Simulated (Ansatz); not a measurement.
Defect migration in rock-salt CaO: interstitial H, charge state -1. The step: H moves alone to another site; the atom moves 2.41 Å along (0.00, 0.00, -0.50) of the unit cell; the moving atom starts with neighbours 4 Ca at 2.04; 4 O at 2.33 Å and ends with 4 Ca at 2.04; 4 O at 2.33 Å. DFT values are from Ansatz (plane-wave PAW, 420 eV unless said) in a cell of 64 host sites, spin-restricted, static, with no finite-size correction. The charge state is imposed; whether it is stable for some Fermi level was not computed. Sites that were not tried may lie lower. For the PBE band: the saddle point's order was not checked, and it lies on a symmetry element of the cell, where a band can be held.

```json
[
 {"Level": "CHGNet universal potential (has no charge state), its own band", "Forward barrier (eV)": "0.47", "Cost of the band or of the saddle's single point": "-"},
 {"Level": "PBE, the Γ point alone, band relaxed", "Forward barrier (eV)": "1.14", "Cost of the band or of the saddle's single point": "roughly 9 core-minutes"},
 {"Level": "PBE, a 2×2×2 k-point mesh shifted by half a step, same geometries", "Forward barrier (eV)": "1.22", "Cost of the band or of the saddle's single point": "very roughly 2.4 core-minutes"},
 {"Level": "r2SCAN at 500 eV, the Γ point alone, same geometries", "Forward barrier (eV)": "…", "Cost of the band or of the saddle's single point": "very roughly 50 core-seconds"}
]
```

**Question.** Complete the blanks.

**Answer.** 
- r2SCAN at 500 eV, the Γ point alone, same geometries, Forward barrier (eV): 1.21

Ansatz is a program for electronic structure.
